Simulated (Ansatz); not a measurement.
The parent structure is Ni in the fcc (Cu type) structure (space group Fm-3m, No. 225; a = 3.4788 Å; ferromagnetic; relaxed with 0.1 eV smearing). Axes: x, y, z lie along the cube axes.

Method: DFT with r2SCAN, PAW potentials and a 500 eV plane-wave cutoff in Ansatz (a quantum-chemistry and plane-wave program), no spin-orbit coupling.

For the base:

| Quantity | Result |
|---|---|
| Volume per atom | 10.53 Å³ |
| Pressure | 0.0 GPa |

Perturbation: biaxial strain +0.90 %, plane normal [001], relaxed out of plane (Cartesian); in-plane vectors clamped, the third vector and the atoms free.

Problem. Estimate the effect on the volume per atom.

Solution. The volume per atom increases by 0.08 Å³ (10.53 Å³ → 10.61 Å³).

Problem. What does the calculation give for the pressure after the change?

Solution. The pressure (mean of the normal stresses, compression positive) goes from zero to -1.6 GPa.

The magnetic state is the one reached from the starting moments; the real material's order can differ, and small cells can't hold many antiferromagnetic ones. No phonon test of stability was made.
